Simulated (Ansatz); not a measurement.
**Pressure series in CdSe**

Start from CdSe in the zinc blende structure (space group F-43m, No. 216; a = 6.196 Å).

Cell and atoms are relaxed at each pressure.

Method: PBE/PAW in Ansatz (an electronic-structure program), spin-orbit coupling left out.

Before the change:

```
Quantity    Value
--------  -------
Band gap  0.49 eV
```

Question: The aim is a band gap between 1.07 eV and 1.17 eV. Which of these changes reaches it?
A. pressure 30 GPa
B. pressure 15 GPa
C. pressure −2 GPa

Answer: A, pressure 30 GPa. It gives 1.10 eV; pressure −2 GPa gives 0.39 eV; pressure 15 GPa gives 0.91 eV. Changes not listed may reach it too

Load acts through the strain it causes; cell and atoms are relaxed under it. Stability against distortions was not tested. Tetrahedral semiconductors of this kind turn to denser phases somewhere between about 1 and 50 GPa; those were not computed, so compressed cells here can lie past the real transition.
